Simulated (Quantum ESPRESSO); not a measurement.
A self-consistent single point of Cr (P-1, 2 atoms in the cell) with Quantum ESPRESSO.

Computed with LDA (PZ), PSlibrary ultrasoft (LDA) pseudopotentials (plane waves; Quantum ESPRESSO).

```
CELL_PARAMETERS angstrom
      2.96890     0.00000     0.00000
      0.00000     2.96890     0.00000
      0.00000     0.00000     2.96890
ATOMIC_POSITIONS crystal
  Cr 0.00575 0.99602 0.99737
  Cr 0.49425 0.50398 0.50263
```
Moments meant for the start (each program seeds them in its own way; μB, in the order of the atoms Cr Cr): 3.0 3.0.

Reference input (self-consistent single point, DFT, PBE, plane waves, PSlibrary ultrasoft (PBE) pseudopotentials): ecutwfc = 55 Ry; ecutrho = 495 Ry; occupations = smearing; smearing = gaussian; degauss = 0.0073499 Ry; nspin = 2; potentials = {Cr: Cr.pbe-spn-rrkjus_psl.1.0.0.UPF}; K_POINTS = automatic 6 6 6 0 0 0; conv_thr = 1e-11 Ry; mixing_beta = 0.3. This run's input differs from it in these lines:

```diff
@@ -25,3 +25,3 @@
 ATOMIC_SPECIES
-Cr    51.9961  Cr.pbe-spn-rrkjus_psl.1.0.0.UPF
+Cr    51.9961  Cr.pz-spn-rrkjus_psl.1.0.0.UPF
 ATOMIC_POSITIONS crystal
```

Output, abridged:

```
     Self-consistent Calculation

     iteration #  1     ecut=    55.00 Ry     beta= 0.30

---- Real-time Memory Report at c_bands before calling an iterative solver
           147 MiB given to the printing process from OS
           103 MiB allocation reported by mallinfo(arena+hblkhd)
------------------

     Threshold (ethr) on eigenvalues was too large:
     Diagonalizing with lowered threshold

---- Real-time Memory Report at c_bands before calling an iterative solver
           226 MiB given to the printing process from OS
           111 MiB allocation reported by mallinfo(arena+hblkhd)
------------------

   [... lines left out ...]

     total magnetization       =    -0.07 Bohr mag/cell
     absolute magnetization    =   347.48 Bohr mag/cell

     iteration # 49     ecut=    55.00 Ry     beta= 0.30

---- Real-time Memory Report at c_bands before calling an iterative solver
           238 MiB given to the printing process from OS
           120 MiB allocation reported by mallinfo(arena+hblkhd)
------------------

 %%%%%%%%%%%%%%%%%%%%%%%%%%%%%%%%%%%%%%%%%%%%%%%%%%%%%%%%%%%%%%%%%%%%%%%%%%%%%%
     Error in routine c_bands (1):
     too many bands are not converged
 %%%%%%%%%%%%%%%%%%%%%%%%%%%%%%%%%%%%%%%%%%%%%%%%%%%%%%%%%%%%%%%%%%%%%%%%%%%%%%

     stopping ...
```

The program stopped with an error at about iteration 49.  The full log also holds: “c_bands:  1 eigenvalues not converged”. The full log also holds: “c_bands:  2 eigenvalues not converged”.

The starting cell comes from a database of computed structures (which also holds hypothetical and non-ambient phases and stackings), without a prior relaxation at this level. Its atoms were displaced at random from the sites of space group no. 229.

Cost on one core of a shared machine: roughly 10 min.
